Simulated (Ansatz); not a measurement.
Base system: W in the bcc (W type) structure (space group Im-3m, No. 229).

```xyz
1
Lattice="-1.5918 1.5918 1.5918 1.5918 -1.5918 1.5918 1.5918 1.5918 -1.5918" Properties=species:S:1:pos:R:3 pbc="T T T"
W      0.0000     0.0000     0.0000
```

Calculations: DFT with PBE, PAW potentials and a 420 eV plane-wave cutoff in Ansatz (a first-principles code), without spin-orbit coupling.

For the base:

| Item | Value |
|---|---|
| Lattice parameter a | 3.184 Å |

Perturbation: a hydrostatic pressure of 75 GPa.

Q: Estimate the effect on the lattice parameter a.

A: The lattice parameter a falls by 0.179 Å, from 3.184 Å to 3.005 Å.

Load acts through the strain it causes; cell and atoms are relaxed under it. No phonon test of stability was made. Competing high-pressure phases were not computed. The final runs are not spin-polarised.
